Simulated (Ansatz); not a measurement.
End structure of a constructed model of the (110) surface of bcc Nb, a pseudomorphic layer of Mn in the host's stacking (bottom of the slab: a bare face, its two planes held):

```
CELL_PARAMETERS angstrom
      2.86732     0.00000     0.00000
     -0.95577     2.70334     0.00000
      0.00000     0.00000    30.50000
ATOMIC_POSITIONS crystal
  Nb 0.50000 0.50000 0.26417
  Nb 0.00000 0.00000 0.34093
  Nb 0.50000 0.50000 0.41769
  Nb 0.00000 0.00000 0.49450
  Nb 0.50000 0.50000 0.57116
  Nb 0.00000 0.00000 0.64789
  Mn 0.50000 0.50000 0.71442
```

Set-up: 7 atoms, 14.4 Å thick at the start; mesh 14x14x1; 0.1 eV smearing; dipole correction on; 2 atoms held, the rest relaxed; start symmetry kept, larger cells not searched; spin-polarised, ending with about 3.3 μB a cell; orders that need a larger cell were not tried, no spin-orbit, no U. It is one candidate, not shown to be the stable structure of the face.

Task: Give the work function of the top face at the level PBE (Ansatz, a first-principles code).

Result: 3.58 eV
